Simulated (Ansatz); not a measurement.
The reference is C in the diamond structure (space group Fd-3m, No. 227; a = 3.554 Å). Axes: x, y, z lie along the cube axes.

The values are results of PBEsol, PAW, 420 eV (Ansatz, a quantum-chemistry and plane-wave program; without spin-orbit coupling), not measurements.

Base values:

The band gap is 4.03 eV and the shortest interatomic distance is 2.908 bohr.

One thing is altered: uniaxial strain ε_zz = −1.50 %, all other strain components held at zero; the atoms relax in the strained cell.

**Question.** Predict the new band gap, stress, shortest interatomic distance, energy relative to the base and hole mass.

**Answer.** The band gap drops by 0.36 eV to 3.67 eV; the stress (xx, yy, zz, yz, xz, xy; compression positive) is (2.31, 2.31, 16.37, 0.00, 0.00, 0.00) GPa; the shortest interatomic distance shrinks by 0.014 bohr (2.908 bohr → 2.894 bohr); the energy increases by 4.3 meV/atom; the hole mass comes out as 0.40 mₑ along z, 0.23 mₑ across (at Γ).

Effective masses come from finite differences of ±0.01 Å⁻¹. Stability against distortions was not tested.
